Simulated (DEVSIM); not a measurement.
abrupt Si p-n junction

System: abrupt Si p-n junction, at 300 K.

| layer (left to right) | material | thickness (μm) | Nd (cm⁻³) | Na (cm⁻³) | τn (s) | τp (s) |
|---|---|---|---|---|---|---|
| 1 | Si | 77.0 | - | 3.9e16 | 2.1e-7 | 2.1e-7 |
| 2 | Si | 1.10 | 1.4e17 | - | 2.1e-7 | 2.1e-7 |

Left contact: ohmic. Right contact: ohmic. Voltage is applied to the left contact. Recombination: SRH at mid-gap, Auger. Mobility is μmin + (μ − μmin)/(1 + (N/Nref)^α).

The device is made up for the run: typed textbook-type constants, with dimensions and the other settings drawn at random. Values at 300 K.

| parameter | Si |
|---|---|
| gap (eV) | 1.124 |
| affinity (eV) | 4.05 |
| permittivity | 11.7 |
| Nc (cm⁻³) | 2.86e19 |
| Nv (cm⁻³) | 3.1e19 |
| μn (cm²/Vs) | 1417 |
| μp (cm²/Vs) | 470 |
| μn,min | 52 |
| μp,min | 45 |
| Nref,n | 9.7e16 |
| Nref,p | 2.2e17 |
| αn | 0.68 |
| αp | 0.72 |
| Cn (cm⁶/s) | 2.8e-31 |
| Cp (cm⁶/s) | 9.9e-32 |

Simulated with DEVSIM: 1D drift-diffusion, Boltzmann statistics, complete ionisation; no tunnelling, impact ionisation, image-force lowering or self-heating.

The potential step across the device at zero bias is 0.814 V. The largest field in the device at zero bias comes out as 85000 V/cm and the dark forward voltage at 1 A/cm² comes out as 0.648 V. The dark forward voltage at 100 A/cm² comes out as 0.965 V.

Small-signal capacitance in reverse bias (quasi-static):

```
V (V)  C (nF/cm²)
-----  ----------
-0.1         54.2
-0.25        50.0
-0.5         44.8
-0.75        40.9
-1           37.9
-1.5         33.5
-2           30.3
-2.5         27.9
-3.25        25.1
-4           23.1
-5           21.0
```

Dark forward current:

```
V (V)  J (A/cm²)
-----  ---------
0.05      9.7e-9
0.15      1.0e-7
0.20      3.2e-7
0.30      3.8e-6
0.40      9.4e-5
0.45     0.00058
0.55       0.025
0.60        0.17
0.70         4.9
0.80          27
0.85          45
0.95          92
1.05         160
1.10         200
1.20         290
1.25         340
1.35         470
1.45         620
1.50         700
1.60         880
```
